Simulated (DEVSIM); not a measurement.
Device: Au/Si3N4/n-Ge capacitor, at 250 K.

Layer 1 from the left is Si3N4, thickness (nm) 9.30. Layer 2 from the left is Ge, thickness (nm) 15000, Nd (cm⁻³) 1.6e15.

Metal gate on the left, work function 5.1 eV. Fixed charge at the semiconductor interface 7.5e10 cm⁻² (in units of +e); no interface traps.

Constants are typed, rounded textbook-type inputs, not results; the design itself was drawn at random and stands for no fabricated device. Values at 300 K; Nc and Nv go as T^1.5, mobilities as T to minus their exponent, the gap by Varshni's rule with the affinity fixed.

Si3N4: gap (eV) 5.1, affinity (eV) 2.1, permittivity 7.5. Ge: gap (eV) 0.664, affinity (eV) 4, permittivity 16, Nc (cm⁻³) 1.04e19, Nv (cm⁻³) 6e18, Varshni α (eV/K) 0.000477, Varshni β (K) 235.

Q: Estimate by hand the flat-band voltage, the threshold voltage, and compare with a numerical solution.

A: 
- Flat-band voltage: C = 0.714 μF/cm², work-function difference 0.917 V; VFB = φms − qNf/C = 0.90 V; numerical 0.90 V.
- Threshold voltage: φF = 0.164 V, depletion charge √(4εqNφF) = 1.54e-8 C/cm²; VT = VFB − 2φF − Qd/C = 0.55 V; numerical 0.55 V.

Simulated with DEVSIM: 1D Poisson equation in equilibrium, Boltzmann statistics, complete ionisation; no quantum confinement or tunnelling. Metal contacts follow the ideal Schottky-Mott rule: no Fermi-level pinning, no interface dipoles.
